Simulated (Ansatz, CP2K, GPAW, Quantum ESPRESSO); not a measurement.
# HfSb4Mo (P1, 6 atoms in the cell) computed with different codes at matched settings

Self-consistent single point, at a second geometry (atoms moved at random). First geometry:

```yaml
crystal:
  lattice:
    - [5.10751, -1.81511, 0.00000]
    - [5.10751, 1.81511, 0.00000]
    - [-4.13866, 0.00000, 7.25250]
  atoms:
    - { symbol: Hf, position: [0.15139, 0.15139, 0.19076] }
    - { symbol: Sb, position: [0.85895, 0.85895, 0.47690] }
    - { symbol: Sb, position: [0.15648, 0.15648, 0.54617] }
    - { symbol: Sb, position: [0.39566, 0.39566, 0.09418] }
    - { symbol: Sb, position: [0.59104, 0.59104, 0.88389] }
    - { symbol: Mo, position: [0.84752, 0.84752, 0.80810] }
```

Second geometry:
```yaml
crystal:
  lattice:
    - [5.10751, -1.81511, 0.00000]
    - [5.10751, 1.81511, 0.00000]
    - [-4.13866, 0.00000, 7.25250]
  atoms:
    - { symbol: Hf, position: [0.15987, 0.14181, 0.18756] }
    - { symbol: Sb, position: [0.87129, 0.85281, 0.48079] }
    - { symbol: Sb, position: [0.16108, 0.15956, 0.55086] }
    - { symbol: Sb, position: [0.38738, 0.40310, 0.09221] }
    - { symbol: Sb, position: [0.58497, 0.59108, 0.88073] }
    - { symbol: Mo, position: [0.83644, 0.85269, 0.80785] }
```

Shared settings, as Ansatz (a quantum-chemistry and plane-wave program) writes them: kpoints.mp_grid.grid = 5 5 2; scf.occupations.method = fermi_dirac; scf.occupations.width = 0.1 eV. Potentials and cutoffs stand in the table.

| code | model | ΔF from the first geometry (meV/atom) | pressure (GPa) | largest force (eV/Å) | cutoff |
|---|---|---|---|---|---|
| Ansatz | LDA (PW92), PAW files made with PBE | 6.8 | -1.57 | 0.517 | default |
| CP2K | LDA (Pade form), GPW, DZVP-MOLOPT-SR-GTH basis, GTH-PADE potentials (GTH_POTENTIALS) | 10.3 | -3.57 | 0.644 | grid 500 Ry |
| GPAW | LDA (Perdew-Wang 92), GPAW PAW datasets LDA (gpaw-data 1.0.1) | 6.3 | -2.06 | 0.506 | 600 eV |
| Quantum ESPRESSO | LDA (PZ), PSlibrary ultrasoft (LDA) pseudopotentials | 7.2 | -1.86 | 0.530 | 55 Ry |

Size of the force on each atom (eV/Å): Sizes of forces hide their directions.

| code | Hf1 | Sb2 | Sb3 | Sb4 | Sb5 | Mo6 |
|---|---|---|---|---|---|---|
| Ansatz | 0.488 | 0.368 | 0.463 | 0.365 | 0.160 | 0.517 |
| CP2K | 0.532 | 0.621 | 0.644 | 0.497 | 0.235 | 0.502 |
| GPAW | 0.481 | 0.337 | 0.438 | 0.330 | 0.146 | 0.506 |
| Quantum ESPRESSO | 0.475 | 0.390 | 0.489 | 0.385 | 0.159 | 0.530 |

On Ansatz's run: spin-orbit coupling is off. Spin polarisation is off.

The spread over the programs that give each value: ΔF from the first geometry within 4.0 meV/atom; pressure within 2.00 GPa; largest force within 0.138 eV/Å.

CP2K uses small atom-centred bases, whose incompleteness enters pressures, forces and empty levels differently from a plane-wave cutoff. Ansatz's pressure is given at a fixed set of plane waves, as the other plane-wave codes print theirs. The same LDA comes in different parametrisations, which differ slightly. In the pressure, CP2K (by 1.72) lies more than 1 GPa from the median of the plane-wave programs. In the force vectors, CP2K (by 0.274) lies more than 0.08 eV/Å from the median of the plane-wave programs.

The shared mesh is coarse (it stands for a supercell whose shortest vector is 17 Å), so the values are not converged in it.

The starting cell comes from a database of computed structures (which also holds hypothetical and non-ambient phases and stackings), without a prior relaxation at this level. Its lattice was rescaled by a random factor within 2.5 % of one. For this run, on top of that: atoms moved at random.

Keys are those of Ansatz 0.2.
